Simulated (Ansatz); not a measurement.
H on the 1x1 (110) surface of bcc Ta, one in a 3x3 cell, started at the site 'hollow Ta-Ta-Ta'

The numbers are results of PBE (plane waves to 420 eV, PAW; Ansatz, a quantum-chemistry and plane-wave program), not measurements.

Set-up: 37 atoms, 6.8 Å thick at the start under the adsorbate (thin: gaps and levels are the slab's own); mesh 4x4x1; 0.1 eV smearing; dipole correction on; 18 atoms held, the rest relaxed; start symmetry kept, larger cells not searched; no spin, no spin-orbit, no U, no dispersion correction. At the end it is bonded to 3 Ta. In PBE it is, or lies within 0.03 eV of, the lowest of the starts that converged.

| Item | Result |
|---|---|
| adsorption energy against ½ H2(g) | -1.00 eV |
| work function of the top face | 4.72 eV |
| change of the work function | -0.041 eV |
| change of the step from the bottom to the top vacuum level, against the clean slab | -0.037 eV |
| energy released by relaxation | 0.045 eV |
| height of the binding atom over the mean of the host atoms within 0.3 Å of the top one | 1.074 Å |
| nearest host atoms of the binding atom | Ta at 2.01 Å, Ta at 2.06 Å, Ta at 2.06 Å |
| largest move of a host atom | 0.07 Å |

A negative adsorption energy means that the adsorbate is more stable on the surface than in its reference.
